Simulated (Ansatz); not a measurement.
Input and output of a relaxation of cell and atoms for SrSi (Cmcm, 4 atoms in the cell) (Ansatz, an electronic-structure program).

Method: PBEsol, default PAW files made with PBE (plane waves; Ansatz).

The change in words: atoms on their sites; basis.ecutwfc: 30.9 Ry → 37.1 Ry; relax: default → cell and atoms. Reference geometry:
```
CELL_PARAMETERS angstrom
      2.42164    -5.67650     0.00000
      2.42164     5.67650     0.00000
      0.00000     0.00000     4.06799
ATOMIC_POSITIONS crystal
  Sr 0.36129 0.63871 0.26229
  Sr 0.63871 0.36129 0.75000
  Si 0.06371 0.93629 0.25000
  Si 0.93629 0.06371 0.75000
```

Reference input (self-consistent single point, DFT, PBEsol, plane waves, default PAW files made with PBE): basis.ecutwfc = 30.9 Ry; kpoints.mp_grid.grid = 5 5 5; hamiltonian.xc = pbesol; hamiltonian.pseudopotentials = {kind: paw} (the program's default PAW files); scf.occupations.method = fermi_dirac; scf.occupations.width = 0.0073 Ry. This run's input differs from it in these lines:

Ansatz 0.2 input:
```diff
@@ -7,3 +7,3 @@
   atoms:
-    - { symbol: Sr, position: [0.36129000, 0.63871000, 0.26229100] }
+    - { symbol: Sr, position: [0.36129000, 0.63871000, 0.25000000] }
     - { symbol: Sr, position: [0.63871000, 0.36129000, 0.75000000] }
@@ -12,3 +12,3 @@
 basis:
-  ecutwfc: 30.9 Ry
+  ecutwfc: 37.1 Ry
 kpoints:
@@ -24,2 +24,4 @@
     width: 0.0073 Ry
+relax:
+  cell: {}
 output:
```

Log, with long lists cut:

```
   [... SCF lines of the steps left out ...]
relax step   1: F+E_penalty+E_count = -8229.48225454 eV  Δ(F+E_penalty+E_count) = +0.000e0 eV  max|allowed force component| = 6.202e-2 eV/Å  Δτ_max = 0.0000 Å  P = -1.942 GPa  Ω = 111.841 Å³  (7 SCF iters, dr2 threshold 1.00e-7 eV, accepted)
relax step   2: F+E_penalty+E_count = -8229.51577841 eV  Δ(F+E_penalty+E_count) = -3.352e-2 eV  max|allowed force component| = 1.346e-1 eV/Å  Δτ_max = 0.0230 Å  P = +0.085 GPa  Ω = 106.538 Å³  energy of the carried Pulay correction = +4.285e-5 eV  [...]
relax step   3: F+E_penalty+E_count = -8229.51803373 eV  Δ(F+E_penalty+E_count) = -2.255e-3 eV  max|allowed force component| = 4.617e-3 eV/Å  Δτ_max = 0.0122 Å  P = +0.013 GPa  Ω = 106.967 Å³  energy of the carried Pulay correction = +3.931e-5 eV  [...]
relax step   4: F+E_penalty+E_count = -8229.51810306 eV  Δ(F+E_penalty+E_count) = -6.933e-5 eV  max|allowed force component| = 2.157e-4 eV/Å  Δτ_max = 0.0002 Å  P = +0.006 GPa  Ω = 106.988 Å³  energy of the carried Pulay correction = +3.913e-5 eV  [...]
relax step   5: F+E_penalty+E_count = -8229.51806060 eV  Δ(F+E_penalty+E_count) = +4.246e-5 eV  max|allowed force component| = 2.312e-4 eV/Å  Δτ_max = 0.0000 Å  P = +0.006 GPa  Ω = 106.988 Å³  stress off target by 3.60e-2 GPa  SCF on the basis [...]
basis re-selected at this cell: Δ(F+E_penalty+E_count) = +4.246e-5 eV, ΔP = +0.000 GPa vs the last step
the relaxation is at rest under the 8 symmetry operations that the run kept from its start: a minimum is not shown …
Stability not checked: this state was not tested for a lower state beside it, because too few of the mixer's solves of this state at the end of the SCF gave a …
Free energy (F): -8229.518061 eV
Internal energy: -8229.473797 eV  (E = F + TS)
   [... lines left out ...]
Fermi energy:    7.973836 eV
  cell:  # Å, volume = 106.9881 Å³
   [... lines left out ...]
    - [2.3576253261734132, 5.649840952202002, 0.0]
    - [0.0, 0.0, 4.016006798239784]
  atoms:
    - { symbol: Sr, position: [0.35994176833092695, 0.640058231669073, 0.25] }
    - { symbol: Sr, position: [0.640058231669073, 0.35994176833092695, 0.7500000000000001] }
    - { symbol: Si, position: [0.06323031405933943, 0.9367696859406606, 0.25] }
    - { symbol: Si, position: [0.9367696859406606, 0.06323031405933943, 0.7500000000000001] }
```

The run converged. 

Summary of the result:
- Free energy E − TS (on the zero of these files): -8229.5181 eV
- Fermi level (on the code's own zero): 7.97 eV
- Pressure: 0.01 GPa
- Final cell: a = 6.1220 Å, b = 6.1220 Å, c = 4.0160 Å, α = 90.00°, β = 90.00°, γ = 134.70°
- Final volume per atom: 26.75 Å³
- Relaxation steps: 5

The starting cell comes from a database of computed structures (which also holds hypothetical and non-ambient phases and stackings), without a prior relaxation at this level. Its lattice was rescaled by up to half a per cent. The relaxation keeps the symmetry of its start, so its end need not be a minimum. Ansatz's pressure includes its estimate of the finite-basis (Pulay) stress.
